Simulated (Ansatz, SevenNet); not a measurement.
**Ladder of methods for the lattice parameter a of A15 V3Si (cubic form, which distorts at low temperature)**

Reference value: 4.724 Å (measured, temperature not stated, no zero-point or thermal correction; as tabulated in Zeng et al. (2023), arXiv:2309.11055).

Problem. What do SevenNet-0, LDA, PBE, PBE-D3(BJ), PBE0 give, and how far is each from the reference?

Solution. 
```tsv
level (code)	value (Å)	difference (%)
SevenNet-0	4.708	-0.34
LDA (Ansatz)	4.606	-2.50
PBE (Ansatz)	4.701	-0.49
PBE-D3(BJ) (Ansatz)	4.634	-1.91
PBE0 (Ansatz)	4.665	-1.25
```

The reference's temperature isn't stated, so close values are not ranked against it. Off by more than 1.25 %, or 1.75 % on the side where a correction would as a rule narrow the miss (bounds picked here): LDA (-2.50 %), PBE-D3(BJ) (-1.91 %).

The measured value isn't corrected to a static lattice, so vibrations enter the comparison. A static lattice is as a rule a little smaller than the measured one. The crystal itself was run without spin with LDA, PBE, PBE-D3(BJ), PBE0; a magnetic state was not tried in these runs. LDA, PBE, PBE-D3(BJ), PBE0: symmetry holds this phase in the static calculation, where it need not be a minimum. PBE0: the run has no spin polarisation, so it can have missed a magnetic state. Cutoffs and k meshes differ between the levels. Ansatz's density-functional and Hartree–Fock values are scalar-relativistic unless marked +SOC, with PAW data made under PBE.

Machine-learned potentials (SevenNet-0) are trained on DFT data: a solid inside that data is no test of them.

Differences are worked out from the printed values.

Ansatz is an electronic-structure program.
